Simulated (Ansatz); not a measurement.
Total g(r) from a molecular-dynamics run [in the run: mean pressure -0.6 GPa against a target of 0; one k-point, which a denser mesh shifts by -0.3 GPa in pressure and 0.13 eV/Å in forces]. All values below come from PBE (plane waves, PAW; Ansatz, a program for electronic structure).

(r (Å), g(r)): (1.02, 0.00); (1.14, 0.00); (1.26, 0.00); (1.38, 0.00); (1.50, 0.00); (1.62, 0.00); (1.74, 0.00); (1.86, 0.01); (1.98, 0.59); (2.10, 3.14); (2.22, 3.46); (2.34, 1.31); (2.46, 0.18); (2.58, 0.01); (2.70, 0.00); (2.82, 0.17); (2.94, 1.51); (3.06, 3.66); (3.18, 2.64); (3.30, 0.66); (3.42, 0.07); (3.54, 0.16); (3.66, 0.90); (3.78, 1.55); (3.90, 1.00); (4.02, 0.24); (4.14, 0.10); (4.26, 0.55)

### Question
Which system gave this curve?
A. TiC (rock salt; ideal stoichiometry), crystal, 977 K
B. Si2Mo, liquid, 2488 K (no melting point cited, so perhaps supercooled)
C. Li2O (antifluorite type), crystal, 863 K
D. Mo (bcc), crystal, 1835 K

### Answer
A, TiC (rock salt; ideal stoichiometry), crystal, 977 K
